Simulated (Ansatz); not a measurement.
Results of r²SCAN in Ansatz (PAW) for Si (P6₃/mmc, No. 194, 4 atoms in the cell; start mp-165; another form than the element's usual one).

Settings: plane-wave cutoff 560 eV, 12×12×6 k mesh (along the axes of the cell as run), Fermi–Dirac smearing 0.01 eV, scalar-relativistic PAW data made under PBE.

Cell (relaxed at this level):

```cif
data_Si4
_chemical_formula_sum 'Si4'
_space_group_name_H-M_alt 'P63/mmc'
_space_group_IT_number 194
_space_group_name_Hall '-P 6c 2c'
_cell_length_a 3.83191
_cell_length_b 3.83191
_cell_length_c 6.34186
_cell_angle_alpha 90.000
_cell_angle_beta 90.000
_cell_angle_gamma 120.000
loop_
_atom_site_label
_atom_site_type_symbol
_atom_site_symmetry_multiplicity
_atom_site_Wyckoff_symbol
_atom_site_fract_x
_atom_site_fract_y
_atom_site_fract_z
_atom_site_occupancy
Si1 Si 4 f 0.33333 0.66667 0.06309 1
```

Estimate the band gap and bulk modulus that the calculation returns.


- band gap = 0.61 eV (on the SCF k mesh)
- bulk modulus = 97.0 GPa

Note: the relaxation could not lower the start's symmetry, so the cell can be a saddle point above a distorted one; the bulk modulus is −V dP/dV from two relaxed cells at ±2 % in volume.

Cost on a shared machine: roughly 40 core-seconds.

A start named mp-… is a Materials Project structure, which need not be a measured phase.

Ansatz is an electronic-structure program.
